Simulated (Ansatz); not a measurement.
## rock-salt TiC (1 1 0) on alpha cristobalite (1 0 0), 1 La on Ti sites at each interface (film strained to the substrate, started from cuts of the bulks and a machine-learned relaxation; slabs Si12O24 and C18Ti16La2, which can lie off the formulas)

A periodic stack without vacuum, rock-salt TiC (1 1 0) on alpha cristobalite (1 0 0), 1 La on Ti sites at each interface (film strained to the substrate, started from cuts of the bulks and a machine-learned relaxation; slabs Si12O24 and C18Ti16La2, which can lie off the formulas): substrate slab Si12O24, film C18Ti16La2, surface cells [[0, 1], [-1, 0]] and [[-1, 2], [-1, -1]], film strained by -5.4 and -4.2 %, outermost planes O/O and CTi/CTi as cut, which need not be the usual terminations and can put a slab off its formula.

The start was prepared with a machine-learned potential, and the result is one local minimum, with the in-plane cell held and forces under 0.04 eV/Å; the film can end far from its bulk form.

Level of theory: PBE (plane waves to 420 eV, PAW; Ansatz, a program for electronic structure). Scalar-relativistic, without spin–orbit coupling; the runs are not spin-polarised; PBE gaps are too small against experiment. Its k-point mesh 4×5×1, Fermi–Dirac width 0.05 eV.

The interface area is 36.1 Å², the period is 26.35 Å and the heights between the nearest atoms of the two slabs at the two interfaces is 1.31 and 0.33 Å. The La–Si contacts across the interfaces within 1.22 times the sum of covalent radii comes out as 4, mean 3.25 Å and the La–O contacts across the interfaces within 1.22 times the sum of covalent radii is 4, mean 2.56 Å. The O–Ti contacts across the interfaces within 1.22 times the sum of covalent radii is 3, mean 2.23 Å and the Si–Ti contacts across the interfaces within 1.22 times the sum of covalent radii comes out as 2, mean 3.07 Å.

```yaml
crystal:
  lattice:
    - [7.09618, 0.00174, -0.27731]
    - [0.00282, 5.08149, 0.13182]
    - [-3.40111, -0.57332, 26.49905]
  atoms:
    - { symbol: Si, position: [0.72163, 0.90558, 0.16883] }
    - { symbol: Si, position: [0.16429, 0.34228, 0.06371] }
    - { symbol: Si, position: [0.47701, 0.40319, 0.15784] }
    - { symbol: Si, position: [0.95236, 0.80625, 0.07940] }
    - { symbol: O, position: [0.79126, 0.88249, 0.11385] }
    - { symbol: O, position: [0.53899, 0.70955, 0.16722] }
    - { symbol: O, position: [0.40106, 0.36058, 0.09599] }
    - { symbol: O, position: [0.66064, 0.21125, 0.17444] }
    - { symbol: O, position: [0.10472, 0.04184, 0.07946] }
    - { symbol: O, position: [0.83651, 0.73168, 0.02274] }
    - { symbol: O, position: [0.05692, 0.53472, 0.10140] }
    - { symbol: O, position: [0.31278, 0.33044, 0.19078] }
    - { symbol: Si, position: [0.85182, 0.89317, 0.35848] }
    - { symbol: Si, position: [0.28828, 0.28289, 0.24982] }
    - { symbol: Si, position: [0.60088, 0.39440, 0.34392] }
    - { symbol: Si, position: [0.05545, 0.78297, 0.26341] }
    - { symbol: O, position: [0.99407, 0.84419, 0.31769] }
    - { symbol: O, position: [0.66768, 0.70055, 0.34568] }
    - { symbol: O, position: [0.48925, 0.33965, 0.28656] }
    - { symbol: O, position: [0.78483, 0.19964, 0.35467] }
    - { symbol: O, position: [0.23064, 0.97663, 0.25588] }
    - { symbol: O, position: [0.88168, 0.82774, 0.21640] }
    - { symbol: O, position: [0.12144, 0.47667, 0.26310] }
    - { symbol: O, position: [0.46149, 0.34818, 0.38510] }
    - { symbol: Si, position: [0.00216, 0.84089, 0.55276] }
    - { symbol: Si, position: [0.39591, 0.27798, 0.43902] }
    - { symbol: Si, position: [0.71252, 0.36483, 0.53875] }
    - { symbol: Si, position: [0.16313, 0.78005, 0.45215] }
    - { symbol: O, position: [0.14766, 0.83937, 0.51099] }
    - { symbol: O, position: [0.82084, 0.64162, 0.53196] }
    - { symbol: O, position: [0.56916, 0.30976, 0.48607] }
    - { symbol: O, position: [0.88405, 0.13590, 0.54646] }
    - { symbol: O, position: [0.32519, 0.97307, 0.43546] }
    - { symbol: O, position: [0.95924, 0.83406, 0.41573] }
    - { symbol: O, position: [0.22075, 0.47341, 0.44594] }
    - { symbol: O, position: [0.61475, 0.34937, 0.58993] }
    - { symbol: C, position: [0.04323, 0.47676, 0.66821] }
    - { symbol: C, position: [0.36261, 0.10753, 0.66838] }
    - { symbol: C, position: [0.69264, 0.74230, 0.67145] }
    - { symbol: C, position: [0.73581, 0.26755, 0.72424] }
    - { symbol: C, position: [0.07922, 0.93400, 0.72626] }
    - { symbol: C, position: [0.40844, 0.60045, 0.72573] }
    - { symbol: C, position: [0.77977, 0.76735, 0.78705] }
    - { symbol: C, position: [0.11043, 0.43273, 0.78693] }
    - { symbol: C, position: [0.44532, 0.10162, 0.78687] }
    - { symbol: C, position: [0.48129, 0.59898, 0.84584] }
    - { symbol: C, position: [0.82016, 0.26275, 0.84694] }
    - { symbol: C, position: [0.15025, 0.93150, 0.84783] }
    - { symbol: C, position: [0.51779, 0.10250, 0.90495] }
    - { symbol: C, position: [0.85494, 0.76085, 0.90832] }
    - { symbol: C, position: [0.19313, 0.42731, 0.91195] }
    - { symbol: C, position: [0.26502, 0.86030, 0.97966] }
    - { symbol: C, position: [0.44499, 0.92031, 0.98472] }
    - { symbol: C, position: [0.86849, 0.25743, 0.96418] }
    - { symbol: Ti, position: [0.90807, 0.59961, 0.72739] }
    - { symbol: Ti, position: [0.24134, 0.27119, 0.72744] }
    - { symbol: Ti, position: [0.57706, 0.93296, 0.72734] }
    - { symbol: La, position: [0.86134, 0.08885, 0.63966] }
    - { symbol: Ti, position: [0.21180, 0.77663, 0.67091] }
    - { symbol: Ti, position: [0.53994, 0.42584, 0.66712] }
    - { symbol: Ti, position: [0.64940, 0.92868, 0.84522] }
    - { symbol: Ti, position: [0.98387, 0.59900, 0.84615] }
    - { symbol: Ti, position: [0.31587, 0.26617, 0.84702] }
    - { symbol: Ti, position: [0.61212, 0.43042, 0.78624] }
    - { symbol: Ti, position: [0.94639, 0.10046, 0.78560] }
    - { symbol: Ti, position: [0.27924, 0.76784, 0.78681] }
    - { symbol: La, position: [0.52109, 0.42445, 0.01036] }
    - { symbol: Ti, position: [0.71938, 0.93772, 0.96078] }
    - { symbol: Ti, position: [0.04424, 0.57273, 0.96580] }
    - { symbol: Ti, position: [0.34922, 0.76697, 0.90245] }
    - { symbol: Ti, position: [0.68703, 0.42239, 0.90067] }
    - { symbol: Ti, position: [0.01957, 0.10023, 0.90658] }
```
